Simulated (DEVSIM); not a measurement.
Structure: abrupt Ge n-p junction, at 250 K.

```csv
layer (left to right),material,thickness (μm),Nd (cm⁻³),Na (cm⁻³),τn (s),τp (s)
1,Ge,14.0,8.8e16,-,3.5e-6,3.5e-6
2,Ge,2.40,-,3.4e16,3.5e-6,3.5e-6
```

Left contact: ohmic. Right contact: ohmic. Voltage is applied to the left contact. Recombination: SRH at mid-gap, radiative. Mobility is μmin + (μ − μmin)/(1 + (N/Nref)^α).

This is a model device: material constants are rounded textbook-type values typed into the input, and sizes, dopings and lifetimes were drawn at random. Values at 300 K; Nc and Nv go as T^1.5, mobilities as T to minus their exponent, the gap by Varshni's rule with the affinity fixed.

| parameter | Ge |
|---|---|
| gap (eV) | 0.664 |
| affinity (eV) | 4 |
| permittivity | 16 |
| Nc (cm⁻³) | 1.04e19 |
| Nv (cm⁻³) | 6e18 |
| μn (cm²/Vs) | 3900 |
| μp (cm²/Vs) | 1900 |
| μn,min | 150 |
| μp,min | 100 |
| Nref,n | 2.6e17 |
| Nref,p | 4e17 |
| αn | 0.56 |
| αp | 0.6 |
| T exponent of μn | 1.66 |
| T exponent of μp | 2.33 |
| B (cm³/s) | 6.4e-14 |
| Varshni α (eV/K) | 0.000477 |
| Varshni β (K) | 235 |

DEVSIM, 1D drift-diffusion, Boltzmann statistics, complete ionisation; no tunnelling, impact ionisation, image-force lowering or self-heating.

Give the dark forward current.


(V (V), J (A/cm²)): (-0.05, -1.1e-5); (-0.10, -0.00012); (-0.15, -0.0012); (-0.20, -0.012); (-0.25, -0.12); (-0.30, -1.3); (-0.35, -13); (-0.40, -110); (-0.45, -570); (-0.50, -1600); (-0.55, -3200)
